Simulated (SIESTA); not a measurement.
Input and output of a self-consistent single point for SrSi₃Ni (I4mm, 5 atoms in the cell) (SIESTA).

Level of theory: LDA PW92, numerical atomic orbitals DZP, PseudoDojo LDA standard norm-conserving potentials (rewritten from UPF to PSML) (SIESTA 5.4.2).

The change in words: lattice scaled by 0.98. Reference geometry:
```yaml
crystal:
  lattice:
    - [-2.04924, 2.04924, 4.80423]
    - [2.04924, -2.04924, 4.80423]
    - [2.04924, 2.04924, -4.80423]
  atoms:
    - { symbol: Sr, position: [0.59890, 0.59890, 0.00000] }
    - { symbol: Si, position: [0.00209, 0.00209, 0.00000] }
    - { symbol: Si, position: [0.34996, 0.84996, 0.50000] }
    - { symbol: Si, position: [0.84996, 0.34996, 0.50000] }
    - { symbol: Ni, position: [0.24478, 0.24478, 0.00000] }
```

Reference input (self-consistent single point, DFT, LDA PW92, numerical atomic orbitals DZP, PseudoDojo LDA standard norm-conserving potentials (rewritten from UPF to PSML)): XC.functional = LDA; XC.authors = PW92; potentials = PseudoDojo LDA standard; PAO.BasisSize = DZP; PAO.EnergyShift = 0.005 Ry; MeshCutoff = 400 Ry; kgrid.MonkhorstPack = 10 10 10; OccupationFunction = MP; OccupationMPOrder = 0; ElectronicTemperature = 580.23 K; MaxSCFIterations = 150; SCF.Mixer.Method = Pulay. This run's input differs from it in these lines:

```diff
@@ -13,5 +13,5 @@
 %block LatticeVectors
-    -3.872511812    3.872511812    9.078675160
-     3.872511812   -3.872511812    9.078675160
-     3.872511812    3.872511812   -9.078675160
+    -3.795061387    3.795061387    8.897100826
+     3.795061387   -3.795061387    8.897100826
+     3.795061387    3.795061387   -8.897100826
 %endblock LatticeVectors
@@ -19,7 +19,7 @@
 %block AtomicCoordinatesAndAtomicSpecies
-     0.000000000   -0.000000000   10.874437107  1
-     0.000000000   -0.000000000    0.037948862  2
-     3.872511812   -0.000000000    6.354346318  2
-     0.000000000    3.872511812    6.354346318  2
-     0.000000000   -0.000000000    4.444556211  3
+    -0.000000000    0.000000000   10.656947369  1
+    -0.000000000    0.000000000    0.037189881  2
+     3.795061387   -0.000000000    6.227258810  2
+     0.000000000    3.795061387    6.227258810  2
+    -0.000000000    0.000000000    4.355664680  3
 %endblock AtomicCoordinatesAndAtomicSpecies
```

Output (repeated stretches shortened):

```
        iscf     Eharris(eV)        E_KS(eV)     FreeEng(eV)     dDmax    Ef(eV) dHmax(eV)
   scf:    1    -5752.438684    -5823.810167    -5823.812730  1.516950 -5.320283 30.241252
   scf:    2    -5802.046862    -5834.456552    -5834.458410  0.521782 -6.151616 19.709279
   scf:    3    -5845.012998    -5841.339293    -5841.341164  0.174300 -5.920062  5.387193
   scf:    4    -5823.316640    -5836.694570    -5836.696871  0.382284 -5.437263 16.340420
   scf:    5    -5836.421214    -5841.245956    -5841.247610  0.283527 -5.843442  6.566985
   [... 5 lines left out ...]
   scf:   11    -5842.099435    -5842.099440    -5842.100587  0.000296 -5.709265  0.018546
   scf:   12    -5842.099444    -5842.099445    -5842.100594  0.000350 -5.709746  0.000622
   scf:   13    -5842.099445    -5842.099445    -5842.100594  0.000033 -5.709784  0.001569
   scf:   14    -5842.099445    -5842.099445    -5842.100594  0.000020 -5.709750  0.000019
SCF Convergence by DM+H criterion
max |DM_out - DM_in|         :     0.0000202322
max |H_out - H_in|      (eV) :     0.0000194493
SCF cycle converged after 14 iterations

Using DM_out to compute the final energy and forces

siesta: E_KS(eV) =            -5842.0994

siesta: E_KS - E_eggbox =     -5842.0994

siesta: Atomic forces (eV/Ang):
     1   -0.000243   -0.000243    0.304953
     2    0.000089    0.000089    0.166397
     3   -0.000490    0.000208   -0.027014
     4    0.000208   -0.000490   -0.027014
     5    0.001677    0.001677   -0.418014
   Tot    0.001241    0.001241   -0.000692
   Max    0.418014
   Res    0.140685    sqrt( Sum f_i^2 / 3N )
   Max    0.418014    constrained

Stress tensor Voigt[x,y,z,yz,xz,xy] (kbar):     -158.99     -158.99     -167.69        0.05        0.05        0.03
   [... lines left out ...]
siesta: FreeEng =     -5842.100594
siesta: Cell volume =         75.953801 Ang**3
siesta:         161.88895735        157.80687407  kBar
   [... lines left out ...]
              0.414   1.961   1.882   1.858   1.882   1.772  -0.196  -0.148

             -0.155  -0.148  -0.127

mulliken: Qtot =       40.000

Mulliken Atomic Populations:
Atom #   charge [q] valence [e]  Species
     1     1.719928    8.280072  Sr
     2    -0.608004    4.608004  Si
     3    -0.617550    4.617550  Si
     4    -0.617551    4.617551  Si
     5     0.123176   17.876824  Ni
 Total    -0.000000
```

The run converged in 14 iterations. Against the reference run the free energy goes up by 68.9 meV/atom, the pressure goes from 7.54 to 16.19 GPa and the largest force goes from 0.304 to 0.418 eV/Å.

The starting cell comes from a database of computed structures (which also holds hypothetical and non-ambient phases and stackings), without a prior relaxation at this level. Its lattice was rescaled by a random factor within 2.5 % of one. For this run, on top of that: lattice scaled by 0.98. Spin polarisation is off. Values carry the incompleteness of an atom-centred basis. With a pressure of about 16 GPa the cell is away from its equilibrium volume at this level.

Cost on one core of a shared machine: roughly 2 min.
